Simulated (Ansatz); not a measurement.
Consider a periodic stack without vacuum, hcp Y (0 0 1) on tetragonal HfO2 (1 0 1) (film strained to the substrate, started from cuts of the bulks and a machine-learned relaxation; slabs Hf10O18 and Y8, which can lie off the formulas): substrate slab Hf10O18, film Y8, surface cells [[0, 1], [-1, 0]] and [[-1, 1], [-1, -1]], film strained by -1.5 and +0.7 %, outermost planes O/O and Y/Y as cut, which need not be the usual terminations and can put a slab off its formula. Its start:

```xyz
36
Lattice="6.3798 0.0000 -0.0309 0.0000 3.6044 0.0014 -0.1237 1.5119 25.8009" Properties=species:S:1:pos:R:3 pbc="T T T"
Hf     2.4696     1.7078     1.6100
Hf     5.6284     3.5210     1.6445
O      1.4133     3.5196     1.2957
O     -0.2255     1.7227     2.4134
Hf     0.3305     1.7310     4.6023
Hf     3.5208     3.5356     4.5770
O      5.7707     3.5375     4.1830
O      3.7014     3.5453     2.5094
O      4.2292     1.7346     5.2566
O      2.1496     1.7652     3.6818
Hf     4.6691     1.7132     7.5385
Hf     1.5032     3.4831     7.5553
O      3.7901     3.5262     7.0823
O      1.6697     3.5874     5.5098
O      2.2664     1.6908     8.1872
O      0.1307     1.8262     6.6595
Hf     2.6514     1.6179    10.5301
Hf     5.8797     3.4172    10.4847
O      1.8153     3.4552    10.0192
O      6.0382     3.6600     8.4577
O      0.3231     1.6428    11.0855
O      4.4656     1.9190     9.5866
Hf     0.5954     1.6109    13.4650
Hf     3.9355     3.3964    13.4734
O      6.2368     3.4304    12.8455
O      4.0786     3.7700    11.4311
O      4.7950     1.6420    14.0604
O      2.4874     1.9294    12.6022
Y     -0.5375     2.7938    16.1925
Y      2.6725     4.7490    16.0877
Y      4.0038     2.5442    19.0100
Y      0.8316     4.3333    19.0114
Y     -0.1914     2.5490    21.8982
Y      3.0086     4.3387    21.8874
Y      4.2178     2.7365    24.7620
Y      1.0469     4.5881    24.7561
```

The start was prepared with a machine-learned potential, and the result is one local minimum, with the in-plane cell held and forces under 0.04 eV/Å; the film can end far from its bulk form.

The numbers are results of PBE (plane waves to 420 eV, PAW; Ansatz, a first-principles code), not measurements. Spin–orbit coupling is left out; the runs are not spin-polarised; PBE gaps are too small against experiment. Its k-point mesh 5×9×1, Fermi–Dirac width 0.05 eV.

Task: Predict the relaxed interface.

Result: 
| Item | Value |
|---|---|
| interface area | 23.0 Å² |
| period | 26.28 Å |
| heights between the nearest atoms of the two slabs at the two interfaces | 1.44 and 2.37 Å |
| Hf–Y contacts across the interfaces within 1.22 times the sum of covalent radii | 12, mean 3.44 Å |
| O–Y contacts across the interfaces within 1.22 times the sum of covalent radii | 5, mean 2.55 Å |
